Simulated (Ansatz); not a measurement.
Consider GaAs in the zinc blende structure (space group F-43m, No. 216; a = 5.6667 Å). Axes: x, y, z lie along the cube axes.

Computed with r2SCAN (Ansatz, an electronic-structure program; PAW; 500 eV plane waves; spin-orbit coupling left out).

A first run, uniaxial strain ε_zz = −1.22 %, gives secant values C11 ≈ 120 GPa and C12 ≈ 53 GPa from its stress. A second run applies isotropic strain −0.61 %.

Question: What does linear elasticity predict for the bulk modulus −ΔP/(ΔV/V₀) in the second run, and what does the run give?

Answer: Linear elasticity: (C11 + 2 C12)/3 = 75 GPa. The run gives 76 GPa; any difference comes from nonlinear terms at these strains and numerical noise.

Stability against distortions was not tested.
